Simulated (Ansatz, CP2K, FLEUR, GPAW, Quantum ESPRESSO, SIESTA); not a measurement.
One structure in several programs: CuGe3 (P1, 8 atoms in the cell)

Self-consistent single point, at a second geometry (atoms moved at random). First geometry:

```
CuGe3
1.0
    4.34544     0.00000     0.00000
   -2.17272     3.76326     0.00000
    0.00000     0.00000     8.93492
Cu Ge
2 6
Direct
  0.66667   0.33333   0.75000
  0.33333   0.66667   0.25000
  0.66667   0.33333   0.07561
  0.33333   0.66667   0.92439
  0.33333   0.66667   0.57561
  0.66667   0.33333   0.42439
  0.00000   0.00000   0.75000
  0.00000   0.00000   0.25000
```

Second geometry:
```xyz
8
Lattice="4.3454 0.0000 0.0000 -2.1727 3.7633 0.0000 0.0000 0.0000 8.9349" Properties=species:S:1:pos:R:3 pbc="T T T"
Cu     2.1457     1.2861     6.7775
Cu     0.0166     2.5194     2.2032
Ge     2.1568     1.2079     0.6306
Ge    -0.0253     2.5623     8.2695
Ge     0.0774     2.5128     5.2082
Ge     2.1705     1.2405     3.8337
Ge    -0.0362     0.0215     6.6342
Ge     0.0126    -0.0606     2.1828
```

Shared settings, as Ansatz (a program for electronic structure) writes them: kpoints.mp_grid.grid = 5 5 3; scf.occupations.method = fermi_dirac; scf.occupations.width = 0.1 eV. Potentials and cutoffs stand in the table.

```json
[
 {"code": "GPAW", "model": "PBEsol, GPAW PAW datasets PBEsol (made by gpaw-setup)", "ΔF from the first geometry (meV/atom)": "4.1", "pressure (GPa)": "-4.12", "largest force (eV/Å)": "0.275", "cutoff": "800 eV"},
 {"code": "Ansatz", "model": "PBEsol, PAW files made with PBE", "ΔF from the first geometry (meV/atom)": "3.9", "pressure (GPa)": "-4.12", "largest force (eV/Å)": "0.267", "cutoff": "default"},
 {"code": "FLEUR", "model": "PBEsol, all-electron FLAPW (FLEUR), scalar-relativistic valence", "ΔF from the first geometry (meV/atom)": "4.1", "pressure (GPa)": "–", "largest force (eV/Å)": "0.273", "cutoff": "Kmax 3.6 1/bohr"},
 {"code": "Quantum ESPRESSO", "model": "PBEsol, PSlibrary PAW (PBE) pseudopotentials", "ΔF from the first geometry (meV/atom)": "4.1", "pressure (GPa)": "-4.15", "largest force (eV/Å)": "0.283", "cutoff": "50 Ry"},
 {"code": "CP2K", "model": "PBEsol, GPW, DZVP-MOLOPT-SR-GTH basis, GTH-PBE potentials (GTH_POTENTIALS)", "ΔF from the first geometry (meV/atom)": "4.8", "pressure (GPa)": "-0.71", "largest force (eV/Å)": "–", "cutoff": "grid 600 Ry"},
 {"code": "SIESTA", "model": "GGA PBEsol, numerical atomic orbitals DZP, PseudoDojo PBEsol standard norm-conserving potentials (rewritten from UPF to PSML)", "ΔF from the first geometry (meV/atom)": "6.3", "pressure (GPa)": "-1.56", "largest force (eV/Å)": "0.406", "cutoff": "grid 350 Ry"}
]
```

Size of the force on each atom (eV/Å): Sizes of forces hide their directions.

```csv
code,Cu1,Cu2,Ge3,Ge4,Ge5,Ge6,Ge7,Ge8
GPAW,0.164,0.222,0.206,0.223,0.197,0.220,0.095,0.275
Ansatz,0.165,0.211,0.200,0.218,0.192,0.218,0.094,0.267
FLEUR,0.163,0.219,0.205,0.223,0.197,0.221,0.097,0.273
Quantum ESPRESSO,0.167,0.228,0.204,0.222,0.205,0.218,0.098,0.283
SIESTA,0.153,0.282,0.247,0.272,0.406,0.233,0.219,0.353
```

A dash marks a value that a program does not give, or that is left out as unsure.

On Ansatz's run: spin polarisation is off.

The spread over the programs that give each value: ΔF from the first geometry within 2.4 meV/atom; pressure within 3.44 GPa; largest force within 0.139 eV/Å.

CP2K and SIESTA use small atom-centred bases, whose incompleteness enters pressures, forces and empty levels differently from a plane-wave cutoff. FLEUR treats all electrons, but the usual bases taken here (sphere radii, linearisation, local orbitals, empty states) were not tested for convergence, so the values are no reference for the others. Ansatz's pressure is given at a fixed set of plane waves, as the other plane-wave codes print theirs; with its correction for the finite basis it is -4.07 GPa. In the pressure, CP2K (by 3.41) and SIESTA (by 2.56) lie more than 1 GPa from the median of the plane-wave programs. In the force vectors, SIESTA (by 0.222) lies more than 0.08 eV/Å from the median of the plane-wave programs.

The starting cell comes from a database of computed structures (which also holds hypothetical and non-ambient phases and stackings), without a prior relaxation at this level. For this run, on top of that: atoms moved at random.

Keys are those of Ansatz 0.2.
